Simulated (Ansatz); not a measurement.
# A computed series for Au: pressure series

Base system: Au in the fcc (Cu type) structure (space group Fm-3m, No. 225; a = 4.083 Å).

Cell and atoms are relaxed at each pressure.

The values are results of plane-wave PAW DFT at the PBEsol level (Ansatz, an electronic-structure program, 420 eV), scalar-relativistic without spin-orbit coupling, not measurements.

Notes on the quantities. enthalpy: H = E + PV relative to the base's energy.

```tsv
variant	volume per atom	enthalpy
base	17.02 Å³	–
pressure −2 GPa	___	-0.21 eV/atom
pressure −1 GPa	17.12 Å³	-0.11 eV/atom
pressure 1.8 GPa	16.85 Å³	+0.19 eV/atom
pressure 4.2 GPa	16.64 Å³	+0.44 eV/atom
pressure 9 GPa	16.27 Å³	+0.93 eV/atom
pressure 18 GPa	___	+1.83 eV/atom
pressure 30 GPa	___	+2.98 eV/atom
pressure 45 GPa	14.47 Å³	+4.36 eV/atom
pressure 60 GPa	13.98 Å³	+5.69 eV/atom
```

**Question.** What belongs in the blanks?

**Answer.** 
- pressure −2 GPa, volume per atom: 17.23 Å³
- pressure 18 GPa, volume per atom: 15.68 Å³
- pressure 30 GPa, volume per atom: 15.07 Å³

Load acts through the strain it causes; cell and atoms are relaxed under it. Whether these cells are dynamically stable was not tested. Competing high-pressure phases were not computed.
